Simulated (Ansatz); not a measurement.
Q: Name crystals whose hole conductivity mass lies between 2.4 and 3.7 mₑ and whose electron conductivity mass lies between 0.38 and 0.59 mₑ, by PBEsol, rigid bands (Ansatz, an electronic-structure program).

A: Many crystals can fit; among those computed here:
- Al₂O₃ (R-3c): 3.5 mₑ, 0.39 mₑ
- CsCl (Pm-3m): 3.1 mₑ, 0.57 mₑ
- RbCl (Fm-3m): 3.3 mₑ, 0.43 mₑ
- CdF₂ (Fm-3m): 3.0 mₑ, 0.38 mₑ
- SrC2 (I4/mmm): 2.8 mₑ, 0.47 mₑ

Masses are for dilute carriers at 300 K, harmonic means over directions unless an axis is named. Spin-orbit coupling is left out.

Formula and space group known from diffraction (Crystallography Open Database), not checked to be the room-temperature form: CdF2 (Fm-3m), SrC2 (I4/mmm).
